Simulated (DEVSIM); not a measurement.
Device: Schottky contact on n-type Si, at 300 K.

```tsv
layer (left to right)	material	thickness (μm)	Nd (cm⁻³)	τn (s)	τp (s)
1	Si	3.40	3.6e16	2.2e-6	2.2e-6
2	Si	32.0	1.7e18	2.2e-6	2.2e-6
```

Left contact: Schottky, work function 4.92 eV, emission velocity 2.5e6 cm/s. Right contact: ohmic. Voltage is applied to the left contact. Recombination: SRH at mid-gap. Mobility is μmin + (μ − μmin)/(1 + (N/Nref)^α).

The device is made up for the run: typed textbook-type constants, with dimensions and the other settings drawn at random. Values at 300 K.

| parameter | Si |
|---|---|
| gap (eV) | 1.124 |
| affinity (eV) | 4.05 |
| permittivity | 11.7 |
| Nc (cm⁻³) | 2.86e19 |
| Nv (cm⁻³) | 3.1e19 |
| μn (cm²/Vs) | 1417 |
| μp (cm²/Vs) | 470 |
| μn,min | 52 |
| μp,min | 45 |
| Nref,n | 9.7e16 |
| Nref,p | 2.2e17 |
| αn | 0.68 |
| αp | 0.72 |

Simulated with DEVSIM: 1D drift-diffusion, Boltzmann statistics, complete ionisation; no tunnelling, impact ionisation, image-force lowering or self-heating. Metal contacts follow the ideal Schottky-Mott rule: no Fermi-level pinning, no interface dipoles.

The thickness of layer 2 was swept, all else fixed.

| thickness of layer 2 (μm) | dark forward voltage at 100 A/cm² (V) |
|---|---|
| 6.4 | 0.580 |
| 11 | 0.581 |
| 19 | 0.582 |
| 32 | 0.585 |
| 54 | 0.588 |
| 96 | 0.594 |
| 160 | ? |

**Question.** Complete the blanks.

**Answer.** 
- 160, dark forward voltage at 100 A/cm² (V): 0.604
